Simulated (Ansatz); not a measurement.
Given:

```yaml
crystal:
  lattice:
    - [2.77313, 0.00000, 0.00000]
    - [0.00000, 2.77313, 0.00000]
    - [0.00000, 0.00000, 4.07199]
  atoms:
    - { symbol: Al, position: [0.50000, 0.50000, 0.50000] }
    - { symbol: Ti, position: [0.00000, 0.00000, 0.00000] }
```

No spin polarisation.

All numbers come from PBEsol (Ansatz, an electronic-structure program; PAW; 420 eV plane waves; scalar-relativistic without spin-orbit coupling), earlier PAW set. Settings: 21×21×14 k-points, 0.1 eV Fermi–Dirac smearing.

Predict the space group, band gap and in-plane stress.

The space group is P4/mmm (No. 123). The band gap is zero. The mean in-plane stress (compression positive) is +1.5 GPa.

The cells carry an imposed strain or load. Stability against distortions was not tested. The final runs are not spin-polarised. The cell was made from TiAl (space group P4/mmm, No. 123) by this change: biaxial strain −0.82 %, plane normal [001], relaxed out of plane.
